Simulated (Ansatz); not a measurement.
The parent structure is TiO₂ in the anatase structure (space group I4_1/amd, No. 141).

```
TiO2
1.0
   -1.86967     1.86967     4.72754
    1.86967    -1.86967     4.72754
    1.86967     1.86967    -4.72754
Ti O
2 4
Direct
  0.75000   0.25000   0.50000
  0.00000   0.00000   0.00000
  0.54202   0.04202   0.50000
  0.79202   0.79202   0.00000
  0.20798   0.20798   0.00000
  0.95798   0.45798   0.50000
```

Computed with LDA/PAW in Ansatz (a first-principles code), spin-orbit coupling left out.

For the base:

```
Quantity    Result
--------  --------
Pressure  0.00 GPa
Band gap   2.08 eV
```

One thing is altered: every lattice vector is shortened by 1.80 %; the atoms relax in the strained cell.

Q: What does the calculation give for the pressure after the change?

A: The pressure (mean of the normal stresses, compression positive) goes from zero to 13.30 GPa.

Q: Predict the new band gap.

A: The band gap grows by 0.04 eV (2.08 eV → 2.12 eV).

Q: What does the calculation give for the largest internal atomic displacement after the change?

A: The largest internal atomic displacement is 0.019 Å.

Q: What does the calculation give for the energy relative to the base after the change?

A: The energy goes up by 23 meV/atom.

Whether these cells are dynamically stable was not tested. All final runs are without spin polarisation.
